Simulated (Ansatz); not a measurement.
# Ansatz run on Ag₂ZnSiSe₄ (I-4, 8 atoms in the cell): self-consistent single point

Computed with PBE (plane waves, PAW; Ansatz, a program for electronic structure).

The input file:

Ansatz 0.2 input:
```yaml
# ZnSi(AgSe2)2
crystal:
  lattice:
    - [-2.88290400, 2.88290400, 5.77483800]
    - [2.88290400, -2.88290400, 5.77483800]
    - [2.88290400, 2.88290400, -5.77483800]
  atoms:
    - { symbol: Ag, position: [0.00000000, 0.00000000, 0.00000000] }
    - { symbol: Ag, position: [0.75000000, 0.25000000, 0.50000000] }
    - { symbol: Zn, position: [0.25000000, 0.75000000, 0.50000000] }
    - { symbol: Si, position: [0.50000000, 0.50000000, 0.00000000] }
    - { symbol: Se, position: [0.62900000, 0.62800000, 0.51300000] }
    - { symbol: Se, position: [0.11500000, 0.11600000, 0.48700000] }
    - { symbol: Se, position: [0.37200000, 0.88500000, 0.00100000] }
    - { symbol: Se, position: [0.88400000, 0.37100000, 0.99900000] }
kpoints:
  mp_grid: { grid: [5, 5, 5] }
hamiltonian:
  xc: pbe
  pseudopotentials: { kind: paw }
scf:
  occupations: { method: gaussian, width: 0.0073 Ry }
output:
  forces: true
  eigenvalues: true
  stress: true
```

Log, with long lists cut:

```
WARN basis.ecutwfc = 420 eV, the default
WARN ansatz: RAYON_NUM_THREADS=1 ignored (pool sized by the plan → 1); use --threads N
Pseudopotentials: kind: paw
Pseudopotential: Ag, paw, valence charge 19
Pseudopotential: Zn, paw, valence charge 12
Pseudopotential: Si, paw, valence charge 4
Pseudopotential: Se, paw, valence charge 16
Crystal: 8 atoms, lattice volume = 191.982 Å³
Basis set: ecut = 420 eV, 3739 PW (Γ), exchange–correlation on 96×96×96 points (8 copies of the dense FFT grid, shifted against one another)
Bands: 71, of which v1, the nominal top of the filled ones, is band 59 counted from 1 (58 counted from 0)
Symmetry: 4 space group operations
Space group: I-4 (ITA 82), of the structure as read, at distance tolerance 5.8e-5 Å
k-points: 21 of 125 (time reversal used)
Initial density: superposition of atomic densities (neutral atoms: chi_scale 0, normalization atom), corrected by the library's trained network
Initial wavefunctions: pseudopotential atomic-orbital guess
Eigensolver: davidson
Functional: x = pbe(κ = 0.804, μ = 0.2195149727645171), c = pbe(β = 0.06672455060314922)
SCF iter   1: F=—  HF=-41013.800545 eV  |F-HF|=—  |Δ(HF+E_count)|=         —  Δρ=1.14e-3  dr2=1.96e-3  ethr=1.77e-3  ⟨swp⟩=5.9  Hψ=5217  notcnv=0  defer=31
all-band conjugate gradients solve this SCF's bands
preconditioner: auto → Kerker (q_TF=auto, 2.516 Å⁻¹)
SCF iter   2: F=—  HF=-41013.806163 eV  |F-HF|=—  |Δ(HF+E_count)|=   5.62e-3  Δρ=7.14e-4  dr2=8.43e-4  ethr=1.66e-6  ⟨swp⟩=2.7  Hψ=2934  notcnv=0  defer=36
SCF iter   3: F=—  HF=-41013.806378 eV  |F-HF|=—  |Δ(HF+E_count)|=   2.15e-4  Δρ=3.10e-4  dr2=2.34e-4  ethr=7.15e-7  ⟨swp⟩=2.0  Hψ=1992  notcnv=0  defer=36
SCF iter   4: F=—  HF=-41013.806419 eV  |F-HF|=—  |Δ(HF+E_count)|=   4.13e-5  Δρ=1.57e-4  dr2=5.33e-5  ethr=1.99e-7  ⟨swp⟩=2.0  Hψ=1960  notcnv=0  defer=36
SCF iter   5: F=—  HF=-41013.806407 eV  |F-HF|=—  |Δ(HF+E_count)|=   1.27e-5  Δρ=9.25e-5  dr2=2.45e-5  ethr=4.52e-8  ⟨swp⟩=2.0  Hψ=1867  notcnv=0  defer=36
SCF iter   6: F=—  HF=-41013.806412 eV  |F-HF|=—  |Δ(HF+E_count)|=   5.80e-6  Δρ=4.51e-5  dr2=9.07e-6  ethr=2.07e-8  ⟨swp⟩=2.0  Hψ=1850  notcnv=0  defer=36
SCF iter   7: F=—  HF=-41013.806416 eV  |F-HF|=—  |Δ(HF+E_count)|=   3.27e-6  Δρ=1.69e-5  dr2=1.34e-6  ethr=7.68e-9  ⟨swp⟩=2.0  Hψ=1991  notcnv=0  defer=36
SCF iter   8: F=—  HF=-41013.806416 eV  |F-HF|=—  |Δ(HF+E_count)|=   4.61e-7  Δρ=8.46e-6  dr2=2.33e-7  ethr=1.14e-9  ⟨swp⟩=2.0  Hψ=1993  notcnv=0  defer=36
SCF iter   9: F=-41013.806416 eV  HF=-41013.806416 eV  |F-HF|=3.40e-9  |Δ(HF+E_count)|=   5.13e-9  Δρ=3.94e-6  dr2=5.23e-8  ethr=8.47e-11  ⟨swp⟩=9.9  Hψ=6739  notcnv=0
SCF 1 converged in 9 iterations: F = -41013.806416 eV  dr2 = 5.23e-8
SCF converged after 9 iterations
Free energy (F): -41013.806416 eV
Harris-Foulkes:  -41013.806416 eV  (|F-HF|=3.40e-9)
Internal energy: -41013.805185 eV  (E = F + TS)
E sigma→0 (E₀):  -41013.805800 eV
Entropy (-TS):   -0.001231 eV (-0.154 meV/atom)
Fermi energy:    8.281553 eV
--- Per-component energies (eV) ---
  E_band       = -2305.156355
  E_kinetic    = 1699.013387
  E_local      = -19387.307208  (includes V_loc(G=0)·N_el)
  E_nonlocal   = -1581.426695
  E_hartree    = 9136.745073
  E_xc         = -977.486849
  E_vxc        = -959.400208  (∫ρ·V_xc dr)
  E_paw        = -17791.562604  (= ΣΔE_a)
  E_vpaw       = -349.525369  (= ΣTr[D̂ρ^β])
  E_aug_tail   = -0.002075  (compensation charges beyond the density's cutoff)
  E_ewald      = -12111.778213
  E_smearing   = -0.001231  (= −TS)
  E_closure    = 0.000000  (closes the sum)
  Σ components = -41013.806416   (vs F -41013.806416, Δ=0.00e0)
--- Forces (eV/Å), atoms counted from 1 ---
  atom   1  Ag     0.00000000    -0.00000000     0.00000000
  atom   2  Ag     0.00000000     0.00000000     0.00000000
  atom   3  Zn     0.00000000    -0.00000000    -0.00000000
  atom   4  Si    -0.00000000     0.00000000     0.00000000
  atom   5  Se    -0.79986188    -2.01158111     0.70607702
  atom   6  Se     0.79986188     2.01158111     0.70607702
  atom   7  Se    -2.01158111     0.79986188    -0.70607702
  atom   8  Se     2.01158111    -0.79986188    -0.70607702
  max |Σ_I F_I| component: 0.00e0 eV/Å
--- Stress (GPa, compression-positive) ---
        2.957088      -0.000000      -0.000000
        0.000000       2.957088       0.000000
       -0.000000       0.000000       2.734880
  P = ⅓ Tr σ = 2.8830 GPa (28.830 kbar)
  The stress holds the Pulay correction. Without it, at fixed plane waves, as pw.x and ABINIT print it: P = 2.8495 GPa
--- Band table (eV; the first three rows and the last of 21) ---
  k-point 0: bands = ["-83.3092", "-83.2707", "-46.8578", "-46.7905", "-46.7905", "-46.7848", "-46.7848", "-46.7542", "-39.6436", "-39.6435", "-39.6433", "-39.6433", "-39.6143", "-39.6142", "-39.6142", "-39.6142", "-39.6004", "-39.6002", "-39.6000", [...]
  k-point 1: bands = ["-83.3092", "-83.2707", "-46.8578", "-46.7905", "-46.7905", "-46.7848", "-46.7848", "-46.7542", "-39.6436", "-39.6435", "-39.6434", "-39.6433", "-39.6143", "-39.6143", "-39.6142", "-39.6142", "-39.6003", "-39.6002", "-39.6001", [...]
  k-point 2: bands = ["-83.3092", "-83.2707", "-46.8578", "-46.7905", "-46.7905", "-46.7848", "-46.7848", "-46.7542", "-39.6435", "-39.6435", "-39.6434", "-39.6433", "-39.6143", "-39.6143", "-39.6142", "-39.6142", "-39.6003", "-39.6002", "-39.6002", [...]
  k-point 20: bands = ["-83.3092", "-83.2707", "-46.8578", "-46.7905", "-46.7905", "-46.7848", "-46.7848", "-46.7542", "-39.6436", "-39.6435", "-39.6433", "-39.6433", "-39.6143", "-39.6143", "-39.6142", "-39.6142", "-39.6003", "-39.6002", [...]
```

The run converged in 9 iterations.

The starting cell was generated: these elements placed on a structure prototype, without a prior relaxation; it need not be a known phase or ordering of this composition. Forces in this geometry exceed 1 eV/Å. Ansatz's pressure includes its estimate of the finite-basis (Pulay) stress. A gap is left out here, as mesh or smearing make it unsure.
